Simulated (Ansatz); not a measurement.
**Li2Si: response to strain**

Start from Li2Si (space group R-3m, No. 166; a cell from a computed database, its experimental status unchecked).

```yaml
crystal:
  lattice:
    - [2.15240, 1.24269, 6.11900]
    - [-2.15240, 1.24269, 6.11900]
    - [0.00000, -2.48537, 6.11900]
  atoms:
    - { symbol: Li, position: [0.35514, 0.35514, 0.35514] }
    - { symbol: Li, position: [0.64486, 0.64486, 0.64486] }
    - { symbol: Li, position: [0.79478, 0.79478, 0.79478] }
    - { symbol: Li, position: [0.20522, 0.20522, 0.20522] }
    - { symbol: Si, position: [0.06190, 0.06190, 0.06190] }
    - { symbol: Si, position: [0.93810, 0.93810, 0.93810] }
```

Cartesian axes are those of the cell as printed.

Strains are applied to the cell and any free atomic positions relax; under biaxial strain the out-of-plane vector relaxes too; under stress the whole cell relaxes.

The values are results of Ansatz (a program for electronic structure), PBEsol, PAW, cutoff 420 eV, no spin-orbit coupling, not measurements.

Notes on the quantities. energy relative to the base: free energy F.

```json
[
 {"change": "base", "space group": "R-3m (No. 166)", "volume per atom": "16.37 Å³", "energy relative to the base": "0 meV/atom"},
 {"change": "biaxial strain +1.63 %, plane normal [001], relaxed out of plane", "space group": "R-3m (No. 166)", "volume per atom": "16.87 Å³", "energy relative to the base": "+2.3 meV/atom"},
 {"change": "isotropic strain +2.48 %", "space group": "R-3m (No. 166)", "volume per atom": "17.61 Å³", "energy relative to the base": "+9.0 meV/atom"},
 {"change": "uniaxial stress, 5 GPa compression along x", "space group": "C2/m (No. 12)", "volume per atom": "15.63 Å³", "energy relative to the base": "+19 meV/atom"}
]
```

Without a gap, meshes like the base's 13×13×13 leave anisotropic stresses uncertain by several tenths of a GPa, and small strain energies with them. Beyond what the load breaks, stability against distortions was not tested. All final runs are without spin polarisation.
